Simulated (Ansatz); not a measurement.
Take Rh2Ge (space group Pnma, No. 62; a = 5.491 Å, b = 4.011 Å, c = 7.578 Å) as the base. Axes: x, y, z lie along a, b, c of the conventional cell.

Computed with Ansatz (an electronic-structure program), r2SCAN, PAW, cutoff 500 eV, spin-orbit coupling left out, earlier PAW set.

Base values:

| Item | Value |
|---|---|
| Volume per atom | 13.91 Å³ |
| Pressure | 0.0 GPa |

It is then changed as follows: biaxial strain −1.04 %, plane normal [001], relaxed out of plane (Cartesian); in-plane vectors clamped, the third vector and the atoms free.

Question: What does the calculation give for the volume per atom and pressure after the change?

Answer: The volume per atom falls by 0.12 Å³, from 13.91 Å³ to 13.79 Å³; the pressure (mean of the normal stresses, compression positive) goes from zero to 1.8 GPa.

Whether these cells are dynamically stable was not tested. The final runs are not spin-polarised.
